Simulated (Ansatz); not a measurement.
WC (model structure, started from the NbAs type, I4₁md, No. 109, 4 atoms in the cell) was calculated with PBEsol in Ansatz (plane waves, PAW).

Numerical settings: plane-wave cutoff 520 eV, 28×28×28 k mesh, Fermi–Dirac smearing 0.05 eV, no spin polarisation, scalar-relativistic PAW data made under PBE.

Cell (relaxed at this level):

WC is taken in the tetragonal space group I4₁md (No. 109), Pearson symbol tI8. Lattice parameters: a = b = 2.863 Å, c = 10.036 Å, α = β = γ = 90.00°. W on 4a has 6 C at 2.188–2.207 Å and 8 W at 2.863–2.889 Å. C on 4a is surrounded by 6 W at 2.188–2.207 Å (trigonal prismatic). (Neighbours: up to the widest gap in distance over summed covalent radii, below 1.35, at either atom; cation-cation and far metal-metal contacts left out.)
(The calculation used a cell of 4 atoms; values per cell refer to that cell.)

### Question
What does this level give for the bulk modulus?

### Answer

* **bulk modulus**: 412 GPa

Note: the run has no spin polarisation, so it can have missed a magnetic state; the bulk modulus is −V dP/dV from two relaxed cells at ±2 % in volume; the relaxation could raise the start's symmetry but not lower it, so the cell can be a saddle point.

Spin–orbit coupling is not included; it can open a gap where bands touch, and shift volumes and moduli.

Static lattice: no zero-point or thermal effects.

A model structure was made by putting elements into a prototype or built by hand; it is no filed structure, need not be a known phase, and can be a saddle point held by its symmetry.

Ansatz is a program for electronic structure.
